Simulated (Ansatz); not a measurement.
ferroelectric LiNbO3: the defect F on the O site

Method: PBE, PAW (plane waves to 420 eV; Ansatz, an electronic-structure program). A 2×2×1 supercell of 120 sites was used; the energies come from a 2×2×2 Γ-centred sampling of its zone. Site at the start: the O site. Energies of charged states are corrected for periodic images (point charge plus alignment at distant sites). Dielectric constants: PBE linear response of the host. Host gap at this level: 3.53 eV. Finite-size and sampling errors can reach tenths of an eV here. The semilocal functional narrows the gap, so deep levels can fall outside it. Spin–orbit coupling is left out. Each state is the lowest found from its start.

Formation energies E_f are given with the Fermi level at the valence-band maximum. Chemical conditions: Li-rich (Δμ(O) = -3.31 eV, Δμ(F) = -4.78 eV, bounded by LiNbO2 (P6_3/mmc), Li2O (Fm-3m), rock-salt LiF; only phases computed here count, gases as isolated molecules at 0 K); Nb-rich (Δμ(O) = -3.31 eV, Δμ(F) = -3.94 eV, bounded by LiNbO2 (P6_3/mmc), Nb2O5 (C2/c), rock-salt LiF; only phases computed here count, gases as isolated molecules at 0 K); O-rich (Δμ(O) = 0.00 eV, Δμ(F) = -3.07 eV, bounded by Li2O2 (P6_3/mmc), rock-salt LiF; only phases computed here count, gases as isolated molecules at 0 K). Reference phases: F: F2 molecule in a box, O: O2 molecule in a box.

Charges from +1 to −1 were run; one beyond them could lie lower near a band edge.

| charge | moment (μB) | point group | largest move off a lattice site (Å) | image correction with alignment (eV) | E_f, Li-rich (eV) | E_f, Nb-rich (eV) | E_f, O-rich (eV) | above the lowest spin state (eV) |
|---|---|---|---|---|---|---|---|---|
| +1 | not spin-polarised | C1 | 0.30 | 0.02 | -1.78 | -2.62 | -0.18 | 0.00 |
| 0 | 1.0 | C1 | 0.28 | 0.00 | 1.58 | 0.74 | 3.18 | 0.00 |
| −1† | 0.0 | – | 0.30 | 0.00 | – | – | – | 0.00 |
| −1† | not spin-polarised | – | 0.30 | 0.00 | – | – | – | 0.00 |

† Not settled in this cell, so no level is given: charge −1: a level filled in part, carriers not clearly localised.

Point groups are those of the whole cell at tolerances of 0.03 and 0.1 Å ("near" where only the looser one holds); none is given for unsettled states.

Starting moments that weren't kept: charge −1 began with 2 μB and ended with 0.0.

Transition levels above the valence-band maximum: ε(+1/0) = 3.36 eV. With a charge missing or unsettled, these needn't be thermodynamic levels.

Flagged in the runs: a host whose relaxation on this sampling wasn't shown to rest, a strain field that reaches the edge of the cell.

All states together cost roughly 11 core-hours.
